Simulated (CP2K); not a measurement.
Band structure of ScAu₄ (I4/m, 5 atoms in the cell).

```yaml
crystal:
  lattice:
    - [5.09662, 0.00000, 0.00000]
    - [-3.47473, 3.72851, 0.00000]
    - [-0.81095, -1.86426, 4.67359]
  atoms:
    - { symbol: Sc, position: [0.00000, 0.00000, 0.00000] }
    - { symbol: Au, position: [0.79718, 0.60235, 0.39953] }
    - { symbol: Au, position: [0.20282, 0.39765, 0.60047] }
    - { symbol: Au, position: [0.60235, 0.20282, 0.80517] }
    - { symbol: Au, position: [0.39765, 0.79718, 0.19483] }
```

Method of the run: CP2K with PBEsol, GPW, TZVP-MOLOPT-SR-GTH basis, GTH-PBE potentials (GTH_POTENTIALS).

Settings: CUTOFF = 600 Ry; REL_CUTOFF = 40 Ry; SMEAR/METHOD = FERMI_DIRAC; ELECTRONIC_TEMPERATURE = 1160.45 K; KPOINTS/SCHEME = MONKHORST-PACK 6 6 6; GAMMA_CENTERED = T; XC_FUNCTIONAL = PBE:PBESOL; Sc/BASIS_SET = TZVP-MOLOPT-SR-GTH-q11; Sc/POTENTIAL = GTH-PBE-q11; Au/BASIS_SET = TZVP-MOLOPT-SR-GTH-q11; Au/POTENTIAL = GTH-PBE-q11; METHOD = GPW; EPS_DEFAULT = 1e-10; EXTRAPOLATION = USE_GUESS.

The starting cell comes from a database of computed structures (which also holds hypothetical and non-ambient phases and stackings), without a prior relaxation at this level. Spin-orbit coupling is off. Values carry the incompleteness of an atom-centred basis. The potentials were made for another functional than the one used.

Levels in eV from the Fermi level, bands 25 to 30:
| point | 25 | 26 | 27 | 28 | 29 | 30 |
|---|---|---|---|---|---|---|
| Γ | -2.33 | -1.98 | 0.54 | 1.57 | 1.57 | 1.61 |
| X | -2.58 | -2.43 | 0.76 | 1.06 | 1.30 | 1.35 |
| M | -2.49 | -2.12 | -2.01 | -2.01 | 1.54 | 2.28 |
| Z | -2.37 | -1.89 | -1.70 | -1.70 | -0.17 | 1.93 |
| P | -2.15 | -2.15 | -1.97 | -1.47 | 1.73 | 1.89 |
| N | -2.66 | -1.92 | -1.04 | -0.77 | 1.22 | 1.37 |
| Z1 | -2.37 | -1.89 | -1.70 | -1.70 | -0.17 | 1.93 |

Bands cross the Fermi level along this path, so the cell is metallic at this level.

Higher empty bands are left out: an atom-centred basis made for the valence describes them poorly.
